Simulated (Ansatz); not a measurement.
Density of states of ZnSe (F-43m) below the valence band maximum, PBEsol with spin-orbit coupling, rigid bands run with Ansatz (a program for electronic structure); cell volume 44.7 Å³.

```
energy from edge (eV)  10⁻³ states/eV/cell
---------------------  -------------------
0.006                                 20.5
0.031                                 50.8
0.056                                 72.8
0.081                                 93.5
0.106                                  114
0.131                                  136
0.156                                  159
0.181                                  184
0.206                                  209
0.231                                  236
0.256                                  264
0.281                                  294
0.319                                  339
0.344                                  368
0.369                                  399
0.394                                  430
0.419                                  462
0.444                                  492
0.469                                  518
0.494                                  546
0.519                                  575
0.544                                  603
0.569                                  632
0.594                                  663
```

**Question.** What effective density of states at 300 K does this give (∫ g(E) exp(−E/k_BT) dE, both spins, divided by the cell's size)?

**Answer.** 2.4e19 cm⁻³, a density-of-states mass of 0.98 mₑ, valleys and band degeneracy included.

Geometry: cell and atoms relaxed with PBEsol.
